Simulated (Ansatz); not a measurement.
H2O on the 1x1 (111) surface of fcc Al, one in a 2x2 cell, energies for each (28.3 Å²). Energies are against H2O(g), without zero-point or thermal terms; each row is named by its start.

Computed with PBE (plane waves to 420 eV, PAW; Ansatz, a first-principles code).

Model: 19-atom slab, 7.0 Å thick at the start under the adsorbate (thin: gaps and levels are the slab's own), 6x6x1 mesh, Fermi-Dirac 0.1 eV, dipole correction, 8 atoms held, the rest relaxed; each run with such symmetry as its start has; no spin, no spin-orbit, no U, no dispersion correction.

A negative adsorption energy means that the adsorbate is more stable on the surface than in its reference. Starts that drift may end in the same place. Heights count from the host atoms within 0.3 Å of the top one.

```json
[
 {"starting site": "top Al", "E_ads (eV)": "-0.23", "height (Å)": "2.32", "nearest host atom (Å)": "Al 2.20", "bonded to": "Al", "Δ work function (eV)": "-1.00", "lateral drift (Å)": "0.2"},
 {"starting site": "hollow Al-Al-Al over Al at depth 2.3 Å", "E_ads (eV)": "-0.23", "height (Å)": "2.32", "nearest host atom (Å)": "Al 2.20", "bonded to": "Al", "Δ work function (eV)": "-1.00", "lateral drift (Å)": "1.5"},
 {"starting site": "hollow Al-Al-Al over Al at depth 4.6 Å", "E_ads (eV)": "-0.23", "height (Å)": "2.32", "nearest host atom (Å)": "Al 2.20", "bonded to": "Al", "Δ work function (eV)": "-1.01", "lateral drift (Å)": "1.5"},
 {"starting site": "bridge Al-Al (span 2.9 Å)", "E_ads (eV)": "-0.23", "height (Å)": "2.32", "nearest host atom (Å)": "Al 2.20", "bonded to": "Al", "Δ work function (eV)": "-1.03", "lateral drift (Å)": "1.3"}
]
```
